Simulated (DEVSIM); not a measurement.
Structure: Ge n-i-p diode, at 300 K.

```csv
layer (left to right),material,thickness (μm),Nd (cm⁻³),Na (cm⁻³),τn (s),τp (s)
1,Ge,0.480,1.7e17,-,9.6e-5,9.6e-5
2,Ge,14.0,-,3.5e13,9.6e-5,9.6e-5
3,Ge,0.520,-,4.4e17,9.6e-5,9.6e-5
```

Left contact: ohmic. Right contact: ohmic. Voltage is applied to the left contact. Recombination: SRH at mid-gap. Mobility is constant in doping.

The device is made up for the run: typed textbook-type constants, with dimensions and the other settings drawn at random. Values at 300 K.

| parameter | Ge |
|---|---|
| gap (eV) | 0.664 |
| affinity (eV) | 4 |
| permittivity | 16 |
| Nc (cm⁻³) | 1.04e19 |
| Nv (cm⁻³) | 6e18 |
| μn (cm²/Vs) | 3900 |
| μp (cm²/Vs) | 1900 |

Simulated with DEVSIM: 1D drift-diffusion, Boltzmann statistics, complete ionisation; no tunnelling, impact ionisation, image-force lowering or self-heating.

The thickness of layer 2 was swept, all else fixed.

```
thickness of layer 2 (μm)  dark forward voltage at 100 A/cm² (V)  dark forward voltage at 1 A/cm² (V)
-------------------------  -------------------------------------  -----------------------------------
2.8                                                        0.311                                0.187
4.9                                                        0.314                                0.188
8.4                                                        0.320                                0.188
14                                                         0.328                                0.189
24                                                           [?]                                0.191
42                                                         0.368                                0.194
70                                                         0.407                                0.198
```

### Question
Complete the blanks.

### Answer

- 24, dark forward voltage at 100 A/cm² (V): 0.342
